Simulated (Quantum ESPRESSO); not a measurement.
**Converging the k-point mesh: Li (Im-3m, 1 atom in the cell)**

```
Li
1.0
    1.75023     1.75023     1.75023
   -1.75023     1.75023     1.75023
   -1.75023    -1.75023     1.75023
Li
1
Cartesian
  0.00000   0.00000   0.00000
```

Method: PBEsol, PseudoDojo standard norm-conserving (PBESOL) pseudopotentials (plane waves; Quantum ESPRESSO).

Base settings: ecutwfc = 75 Ry; occupations = smearing; smearing = gaussian; degauss = 0.0073499 Ry; potentials = {Li: Li.upf}; K_POINTS = automatic 13 13 13 0 0 0; conv_thr = 1e-09 Ry; mixing_beta = 0.4.

The second cell is the first with its lattice scaled by 0.98.

Only quantities that move along the ladder and can be compared are tabulated.

The count of work is k-points × plane waves × bands × iterations; it is no time. Core times come from one kind of shared machine, to one figure; runs under 30 s give none.

The starting cell has typed, rounded lattice constants, without a prior relaxation at this level. Its lattice was rescaled by up to half a per cent.

Steps (K_POINTS): automatic 2 2 2 0 0 0; automatic 3 3 3 0 0 0; automatic 4 4 4 0 0 0; automatic 5 5 5 0 0 0; automatic 6 6 6 0 0 0; automatic 7 7 7 0 0 0; automatic 8 8 8 0 0 0; automatic 9 9 9 0 0 0; automatic 10 10 10 0 0 0; automatic 11 11 11 0 0 0; automatic 13 13 13 0 0 0; automatic 14 14 14 0 0 0; automatic 15 15 15 0 0 0; automatic 17 17 17 0 0 0; automatic 19 19 19 0 0 0; automatic 23 23 23 0 0 0; automatic 26 26 26 0 0 0; automatic 29 29 29 0 0 0; automatic 32 32 32 0 0 0; automatic 35 35 35 0 0 0; automatic 39 39 39 0 0 0; automatic 43 43 43 0 0 0.

Question: What is the coarsest K_POINTS that holds the pressure within 0.5 GPa of the last step, with all finer ones?

Answer: automatic 5 5 5 0 0 0, at 0.0049 of the last step's count of work; the step before is off by 0.61 GPa.

Question: What is the coarsest K_POINTS that holds the free energy within 0.5 meV/atom of the last step, with all finer ones?

Answer: automatic 23 23 23 0 0 0, at 0.18 of the last step's count of work; the step before is off by 0.56 meV/atom.

Question: What is the coarsest K_POINTS that holds the energy of the compressed cell less the first within 0.2 meV/atom of the last step, with all finer ones?

Answer: automatic 11 11 11 0 0 0, at 0.028 of the last step's count of work; the step before is off by 0.33 meV/atom.

| K_POINTS | free energy less the last step's (meV/atom) | energy of the compressed cell less the first (meV/atom) | pressure (GPa) | count of work / last | core time / last (rough) |
|---|---|---|---|---|---|
| automatic 2 2 2 0 0 0 | 639.18 | -3.14 | -0.71 | 0.0015 | – |
| automatic 3 3 3 0 0 0 | -162.57 | -7.54 | -1.31 | 0.0024 | – |
| automatic 4 4 4 0 0 0 | 129.21 | 2.27 | -0.12 | 0.0048 | – |
| automatic 5 5 5 0 0 0 | -0.77 | -2.89 | -0.74 | 0.0049 | – |
| automatic 6 6 6 0 0 0 | 33.04 | -1.64 | -0.59 | 0.0080 | – |
| automatic 7 7 7 0 0 0 | -1.64 | -2.62 | -0.71 | 0.0098 | – |
| automatic 8 8 8 0 0 0 | 10.56 | -2.35 | -0.68 | 0.017 | – |
| automatic 9 9 9 0 0 0 | -3.12 | -2.71 | -0.72 | 0.021 | – |
| automatic 10 10 10 0 0 0 | 7.02 | -2.42 | -0.68 | 0.024 | – |
| automatic 11 11 11 0 0 0 | -3.24 | -2.83 | -0.74 | 0.028 | – |
| automatic 13 13 13 0 0 0 | -0.74 | -2.92 | -0.74 | 0.041 | – |
| automatic 14 14 14 0 0 0 | 1.07 | -2.58 | -0.71 | 0.052 | – |
| automatic 15 15 15 0 0 0 | 1.02 | -2.76 | -0.73 | 0.059 | – |
| automatic 17 17 17 0 0 0 | 1.03 | -2.69 | -0.72 | 0.082 | – |
| automatic 19 19 19 0 0 0 | 0.56 | -2.68 | -0.72 | 0.11 | – |
| automatic 23 23 23 0 0 0 | 0.31 | -2.74 | -0.72 | 0.18 | – |
| automatic 26 26 26 0 0 0 | -0.25 | -2.77 | -0.73 | 0.26 | 0.3 |
| automatic 29 29 29 0 0 0 | 0.00 | -2.73 | -0.72 | 0.34 | 0.4 |
| automatic 32 32 32 0 0 0 | 0.05 | -2.74 | -0.72 | 0.45 | 0.5 |
| automatic 35 35 35 0 0 0 | -0.02 | -2.74 | -0.72 | 0.56 | 0.6 |
| automatic 39 39 39 0 0 0 | -0.05 | -2.75 | -0.72 | 0.76 | 0.9 |
| automatic 43 43 43 0 0 0 | 0.00 | -2.75 | -0.72 | 1.0 | 1 |

The energy difference between the two cells stays within 1 meV/atom of the last step's from automatic 7 7 7 0 0 0 on, the total only from automatic 19 19 19 0 0 0 on: much of the error is common to both cells and cancels.
